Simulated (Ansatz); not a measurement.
**What pressure 9 GPa does to HgS**

The parent structure is HgS in the zinc blende structure (space group F-43m, No. 216; a = 5.812 Å).

Perturbation: a hydrostatic pressure of 9 GPa.

The values are results of LDA/PAW in Ansatz (a program for electronic structure), no spin-orbit coupling, not measurements. Γ-centred 10×10×10 mesh, Fermi–Dirac width 0.05 eV.

The volume per atom shrinks by 2.42 Å³, from 24.54 Å³ to 22.12 Å³ and the shortest interatomic distance falls by 0.086 Å to 2.431 Å. The band gap stays zero.

Final structure:

```xyz
2
Lattice="0.0000 2.8072 2.8072 2.8072 0.0000 2.8072 2.8072 2.8072 0.0000" Properties=species:S:1:pos:R:3 pbc="T T T"
Hg     0.0000     0.0000     0.0000
S      1.4036     1.4036     1.4036
```

Cost of the whole job for the changed cell (relaxation, final SCF and bands): around 15 core-seconds (rough).

The mesh was chosen for an insulator and is coarse for the gapless case. With Hg present, leaving out spin-orbit coupling can change the band edges. Load acts through the strain it causes; cell and atoms are relaxed under it. Whether these cells are dynamically stable was not tested. Tetrahedral semiconductors of this kind turn to denser phases somewhere between about 1 and 50 GPa; those were not computed, so compressed cells here can lie past the real transition. The final runs are not spin-polarised. The zero or small gap of HgS can change with the level of theory.
